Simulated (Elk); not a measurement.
Band structure of HoGe2Rh2 (I4/mmm, 5 atoms in the cell).

```xyz
5
Lattice="-2.0549 2.0549 5.1404 2.0549 -2.0549 5.1404 2.0549 2.0549 -5.1404" Properties=species:S:1:pos:R:3 pbc="T T T"
Ho     0.0000     0.0000     0.0000
Ge     0.0000     0.0000     3.8935
Ge     0.0000     0.0000     6.3874
Rh     0.0000     2.0549     2.5702
Rh     2.0549     0.0000     2.5702
```
Moments meant for the start (each program seeds them in its own way; μB, in the order of the atoms Ho Ge Ge Rh Rh): 4.0 0.0 0.0 0.0 0.0.

Level of theory: LDA (PW92), all-electron FP-LAPW, Elk's shipped species files, APW+lo basis with extra local orbitals (Elk).

Settings: spinpol = true; rgkmax = 8; swidth = 0.00367493 Ha; ngridk = 5 5 5; reducebf = 0.8; gmaxvr = 16 1/bohr; nxlo = 2; lorbcnd = true; lmaxi = 2; nempty = 8 per atom; maxscl = 100; bfcmt = [[0.0, 0.0, -1.0], [0.0, 0.0, 0.0], [0.0, 0.0, 0.0], [0.0, 0.0, 0.0], [0.0, 0.0, 0.0]].

The starting cell comes from a database of computed structures (which also holds hypothetical and non-ambient phases and stackings), without a prior relaxation at this level. Its lattice was rescaled by a random factor within 2.5 % of one. Spin-orbit coupling is off. With one magnetic atom in the cell only a parallel order is possible. With U or open f shells several self-consistent states can exist. The f electrons are in the valence without U or exact exchange, which can misplace them near the Fermi level. Spin-orbit terms, which matter for f shells, are left out. Values depend on the basis (sphere radii, cutoffs, local orbitals), which need not be converged.

Levels in eV from the Fermi level, bands 40 to 47 of the first spin channel:
```
point     40     41     42     43     44    45    46    47
-----  -----  -----  -----  -----  -----  ----  ----  ----
Γ      -1.65  -1.00  -0.60  -0.60   0.01  0.06  2.52  2.52
X      -2.42  -1.53  -1.46  -1.40  -1.14  0.53  0.83  3.03
Y      -2.46  -1.89  -1.54  -1.02  -0.52  0.53  0.89  3.09
S      -2.19  -2.19  -2.18   0.35   0.53  0.67  2.87  3.25
Z      -0.99  -0.27  -0.27   0.06   0.26  1.60  3.12  3.16
S1     -2.19  -2.19  -2.18   0.35   0.53  0.67  2.87  3.25
N      -2.34  -2.28  -1.81  -1.18   0.26  2.11  2.25  3.51
P      -2.20  -1.51  -1.47  -1.32  -1.32  0.71  0.71  2.60
Y1     -2.46  -1.89  -1.54  -1.02  -0.52  0.53  0.89  3.09
```

Bands cross the Fermi level along this path, so the cell is metallic at this level.

The net moment of the cell came out as 3.56 μB.
